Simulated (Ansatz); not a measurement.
Be, thickness series

Start from Be in the hcp (Mg type) structure (space group P6_3/mmc, No. 194).

```xyz
2
Lattice="2.2637 0.0000 0.0000 -1.1318 1.9604 0.0000 0.0000 0.0000 3.5639" Properties=species:S:1:pos:R:3 pbc="T T T"
Be     0.0000     1.3069     2.6729
Be     1.1318     0.6535     0.8910
```

Cartesian axes are those of the cell as printed.

Free-standing slabs (1 atom(s) a layer) normal to the z axis with 15 Å of vacuum; in-plane cell held at bulk.

Method: plane-wave PAW DFT at the r2SCAN level (Ansatz, a program for electronic structure, 500 eV), no SOC.

Notes on the quantities. excess energy per area of both faces: slab less bulk energy over the cell's area: twice a surface energy; uncertain by up to 0.3 J/m²; layer's space group: with vacuum.

```csv
case,excess energy per area of both faces,shortest interatomic distance,thickness between the outermost nuclei,layer's space group
base,–,2.210 Å,–,–
1 layer,–,2.264 Å,–,P6/mmm (No. 191)
2 layers,3.6 J/m²,2.264 Å,1.87 Å,P-3m1 (No. 164)
3 layers,3.7 J/m²,2.264 Å,3.70 Å,P-6m2 (No. 187)
4 layers,3.7 J/m²,2.238 Å,5.51 Å,P-3m1 (No. 164)
5 layers,3.7 J/m²,2.235 Å,7.30 Å,P-6m2 (No. 187)
6 layers,3.7 J/m²,2.229 Å,9.08 Å,P-3m1 (No. 164)
7 layers,3.7 J/m²,2.224 Å,10.88 Å,P-6m2 (No. 187)
```

The excess energy carries the mismatch between the slab's and the bulk's meshes. Whether these cells are dynamically stable was not tested.
